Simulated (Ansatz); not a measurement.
**Response to strain in WC**

Take WC (space group P-6m2, No. 187; relaxed with 0.1 eV smearing) as the base.

```xyz
2
Lattice="2.8991 0.0000 0.0000 -1.4496 2.5107 0.0000 0.0000 0.0000 2.8268" Properties=species:S:1:pos:R:3 pbc="T T T"
W      0.0000     0.0000     0.0000
C      0.0000     1.6738     1.4134
```

Cartesian axes are those of the cell as printed.

Strains are applied to the cell and any free atomic positions relax.

Method: PBEsol (Ansatz, a first-principles code; PAW; 420 eV plane waves; no spin-orbit coupling).

Notes on the quantities. energy relative to the base: free energy F; pressure: mean of the normal stresses, compression positive.

```json
[
 {"case": "base", "energy relative to the base": "0 meV/atom", "pressure": "0.0 GPa", "volume per atom": "10.29 Å³"},
 {"case": "uniaxial strain ε_zz = −3.00 %", "energy relative to the base": "+30 meV/atom", "pressure": "15.0 GPa", "volume per atom": "9.98 Å³"},
 {"case": "uniaxial strain ε_zz = −2.50 %", "energy relative to the base": "+21 meV/atom", "pressure": "12.3 GPa", "volume per atom": "10.03 Å³"},
 {"case": "uniaxial strain ε_zz = −2.00 %", "energy relative to the base": "+13 meV/atom", "pressure": "9.7 GPa", "volume per atom": "10.08 Å³"},
 {"case": "uniaxial strain ε_zz = −1.50 %", "energy relative to the base": "+7.4 meV/atom", "pressure": "7.2 GPa", "volume per atom": "10.13 Å³"},
 {"case": "uniaxial strain ε_zz = −1.00 %", "energy relative to the base": "+3.2 meV/atom", "pressure": "4.7 GPa", "volume per atom": "10.18 Å³"},
 {"case": "uniaxial strain ε_zz = −0.50 %", "energy relative to the base": "+0.8 meV/atom", "pressure": "2.3 GPa", "volume per atom": "10.24 Å³"},
 {"case": "uniaxial strain ε_zz = +1.00 %", "energy relative to the base": "+3.1 meV/atom", "pressure": "-4.4 GPa", "volume per atom": "10.39 Å³"},
 {"case": "uniaxial strain ε_zz = +1.50 %", "energy relative to the base": "?", "pressure": "-6.5 GPa", "volume per atom": "10.44 Å³"},
 {"case": "uniaxial strain ε_zz = +2.00 %", "energy relative to the base": "+12 meV/atom", "pressure": "?", "volume per atom": "10.49 Å³"}
]
```

**Question.** Some entries are withheld; estimate them.

**Answer.** 
- uniaxial strain ε_zz = +1.50 %, energy relative to the base: +6.9 meV/atom
- uniaxial strain ε_zz = +2.00 %, pressure: -8.5 GPa

No phonon test of stability was made. The final runs are not spin-polarised.
